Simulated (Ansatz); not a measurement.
Amorphous Zr₂₀O₄₅P₂, 67 atoms at 4.96 g/cm³, one PBE-relaxed geometry, zone centre. Methods: PBE, scalar-relativistic without spin-orbit coupling (Ansatz, an electronic-structure program); r2SCAN, scalar-relativistic without spin-orbit coupling (Ansatz); HSE06, scalar-relativistic without spin-orbit coupling (Ansatz). Plane waves to 420 eV (r2SCAN 500 eV); exact exchange is cut at the cell's faces. At PBE the levels at the filled edge of the gap are localised (band-tail or defect states). All rungs ran without spin polarisation.

A CHGNet melt-quench gave the starting glass, which DFT then relaxed. O atoms were pushed apart under 1.9 Å during the dynamics, to hinder bonds among them. The hot cell started wider than the set density and was brought back towards it in steps. It is the lowest in DFT energy of 2 quenches. It is a model cell: composition and starting density were chosen by hand, and all elements were melted together. No dispersion term was used. Its density started from a set value of 4.96 and ended at 4.96 g/cm³. Cooling (nominally 300 K/ps over its main leg) ran many orders faster than in experiment, which tends to leave more defects and strain. Values belong to this one cell and scatter from quench to quench. The volume was held where the preparation left it and the shape relaxed, at a PBE pressure of -1.6 GPa (tension). Stress components on the final sampling reach 1.6 GPa.

The relaxation ran on the zone centre alone. At PBE the level gap is 3.66 eV on a 2×2×2 Γ-centred mesh, and the spacing at the zone centre alone 3.72 eV.

**Question.** What zone-centre spacing does r2SCAN give, roughly?

**Answer.** 4.17 eV (+0.45 eV against PBE).

**Question.** What zone-centre spacing does HSE06 give, roughly?

**Answer.** 5.24 eV (+1.52 eV against PBE).

The highest filled and the lowest empty state spread over these numbers of atoms (participation numbers): PBE: 10.6 and 22.7; r2SCAN: 9.5 and 21.5; HSE06: 8.4 and 22.2.
